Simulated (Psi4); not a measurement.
Psi4 1.11, WB97X/def2-svpd: Y(OH)(NH2)2 ([NH2][Y]([NH2])[OH]), 9 atoms. The geometry is a generated start, not checked to be a minimum at this level.

* **task**: energy
* **method**: wb97x
* **basis**: def2-svpd
* **memory**: 3 GB
* **maxiter**: 100
* **keys of the molecule block**: symmetry c1
* **scf_type**: df (default)
* **e_convergence**: 1e-06 (default)
* **d_convergence**: 1e-06 (default)
* **dft_radial_points**: 75 (default)
* **dft_spherical_points**: 302 (default)
* **effective core potentials**: those of the basis set, past Kr
* **basis functions**: 137
* **grid points**: 195552

```xyz
9

Y      0.6633     0.1890     0.2586
O      1.6473    -0.9726    -1.0213
H      2.1380    -0.6358    -1.7806
N     -0.3253    -0.7894     1.8338
H     -0.2756    -1.8068     1.8861
H     -1.2664    -0.5314     2.1311
N     -0.5296     1.5183    -0.8592
H     -1.5014     1.6619    -0.5791
H     -0.5503     1.3669    -1.8694
```

Charge 0 and multiplicity 1 are set for this test and not shown to be the ground state.

With the defaults (damping_percentage = 0, diis = true, scf_initial_accelerator = adiis, soscf = false, soscf_start_convergence = 0.01, guess = auto, which took SAD, diis_max_vecs = 10, level_shift = 0, level_shift_cutoff = 0.01) it converges in 9 SCF iterations. One run each on 2 threads, with these changes:
- damping_percentage = 60
- diis_max_vecs = 20
- guess = huckel
- scf_initial_accelerator = none
- damping_percentage = 60, diis = false, scf_initial_accelerator = none
- soscf = true
- soscf = true, soscf_start_convergence = 0.001
- level_shift = 0.1, level_shift_cutoff = 0.001
- guess = sadno

Problem. Which runs fail or end elsewhere than the default run?

Solution. No convergence: damping_percentage = 60; damping_percentage = 60, diis = false, scf_initial_accelerator = none (the run ends without SCF convergence in 100 iterations). The rest reach the solution of the defaults.

| setting | SCF iterations | JK calls | end |
|---|---|---|---|
| soscf = true | 7 | 23 | same solution |
| soscf = true, soscf_start_convergence = 0.001 | 7 | 23 | same solution |
| the defaults | 9 | 10 | same solution |
| diis_max_vecs = 20 | 9 | 10 | same solution |
| scf_initial_accelerator = none | 9 | 10 | same solution |
| level_shift = 0.1, level_shift_cutoff = 0.001 | 9 | 10 | same solution |
| guess = sadno | 10 | 10 | same solution |
| guess = huckel | 10 | 36 | same solution |
| damping_percentage = 60 | 100 | 101 | no convergence |
| damping_percentage = 60, diis = false, scf_initial_accelerator = none | 100 | 101 | no convergence |

An SOSCF iteration holds several JK calls; a Hückel guess adds calls on atoms.
